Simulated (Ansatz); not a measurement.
Take TiAl (space group P4/mmm, No. 123; a = 2.8241 Å, c = 4.0748 Å; relaxed with 0.1 eV smearing) as the base. Axes: x, y, z lie along a, b, c of the conventional cell.

All numbers come from DFT with PBE, PAW potentials and a 420 eV plane-wave cutoff in Ansatz (an electronic-structure program), no SOC.

Before the change:

The pressure is 0.0 GPa and the volume per atom comes out as 16.25 Å³.

Now apply this change: biaxial strain −3.00 %, plane normal [001], relaxed out of plane (Cartesian); in-plane vectors clamped, the third vector and the atoms free.

Predict the new pressure.

The pressure (mean of the normal stresses, compression positive) goes from zero to 3.8 GPa.

What happens to the volume per atom?

The volume per atom decreases by 0.51 Å³ to 15.74 Å³.

No phonon test of stability was made. All final runs are without spin polarisation.
